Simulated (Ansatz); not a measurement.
Band structure of YbSi₂ (I4_1/amd, 6 atoms in the cell).

```yaml
crystal:
  lattice:
    - [-2.10866, 2.10866, 6.77742]
    - [2.10866, -2.10866, 6.77742]
    - [2.10866, 2.10866, -6.77742]
  atoms:
    - { symbol: Yb, position: [0.25000, 0.75000, 0.50000] }
    - { symbol: Yb, position: [0.50000, 0.50000, 0.00000] }
    - { symbol: Si, position: [0.08417, 0.08417, 0.00000] }
    - { symbol: Si, position: [0.83417, 0.33417, 0.50000] }
    - { symbol: Si, position: [0.66583, 0.16583, 0.50000] }
    - { symbol: Si, position: [0.91583, 0.91583, 0.00000] }
```

Method: PBEsol, PAW files made with PBE (plane waves; Ansatz, a first-principles code).

Settings: kpoints.mp_grid.grid = 7 7 7; hamiltonian.xc = pbesol; hamiltonian.pseudopotentials = {kind: paw} (the program's default PAW files); scf.occupations.method = gaussian; scf.occupations.width = 0.2 eV; kpoints.band_path.npoints = 8.

The starting cell comes from a database of computed structures (which also holds hypothetical and non-ambient phases and stackings), without a prior relaxation at this level. Spin-orbit coupling is off. Spin polarisation is off.

Levels in eV from the Fermi level, bands 29 to 36:
| point | 29 | 30 | 31 | 32 | 33 | 34 | 35 | 36 |
|---|---|---|---|---|---|---|---|---|
| Γ | -0.47 | -0.42 | -0.42 | -0.22 | -0.20 | 1.00 | 1.13 | 2.28 |
| X | -0.50 | -0.50 | -0.49 | -0.49 | 1.34 | 1.34 | 2.27 | 2.27 |
| Y | -0.50 | -0.50 | -0.49 | -0.49 | 1.24 | 1.24 | 2.44 | 2.44 |
| S | -0.49 | -0.45 | -0.45 | -0.28 | -0.23 | 1.11 | 2.10 | 2.40 |
| Z | -0.48 | -0.48 | -0.43 | -0.43 | 1.04 | 1.04 | 1.79 | 1.79 |
| S1 | -0.49 | -0.45 | -0.45 | -0.28 | -0.23 | 1.11 | 2.10 | 2.40 |
| N | -0.49 | -0.48 | -0.30 | -0.29 | 0.01 | 0.02 | 1.65 | 2.36 |
| P | -0.50 | -0.50 | -0.49 | -0.49 | 0.91 | 0.91 | 3.17 | 3.17 |
| Y1 | -0.50 | -0.50 | -0.49 | -0.49 | 1.24 | 1.24 | 2.44 | 2.44 |

Bands cross the Fermi level along this path, so the cell is metallic at this level.

Keys are those of Ansatz 0.2.
